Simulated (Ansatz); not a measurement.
Base system: Mg in the hcp (Mg type) structure (space group P6_3/mmc, No. 194; a = 3.175 Å, c = 5.163 Å; relaxed with 0.1 eV smearing). Axes: x lies along a and z along c of the hexagonal cell.

Computed with Ansatz (a quantum-chemistry and plane-wave program) PBEsol, scalar-relativistic without spin-orbit coupling.

Strains are applied to the cell and any free atomic positions relax.

One change was made to it. Results:

The shortest interatomic distance drops by 0.080 bohr to 5.903 bohr; the energy rises by 1.5 meV/atom.

### Question
Which change produced these results?
A. tensor shear ε_xz = +1.71 %
B. tensor shear ε_xz = +0.29 %
C. tensor shear ε_xz = +0.57 %
D. tensor shear ε_xz = +0.86 %
E. tensor shear ε_xz = +1.14 %

### Answer
A, tensor shear ε_xz = +1.71 %. For comparison, the shortest interatomic distance in the other runs: tensor shear ε_xz = +0.29 % gives 5.969 bohr; tensor shear ε_xz = +0.86 % gives 5.941 bohr; tensor shear ε_xz = +0.57 % gives 5.955 bohr; tensor shear ε_xz = +1.14 % gives 5.927 bohr.

No phonon test of stability was made.
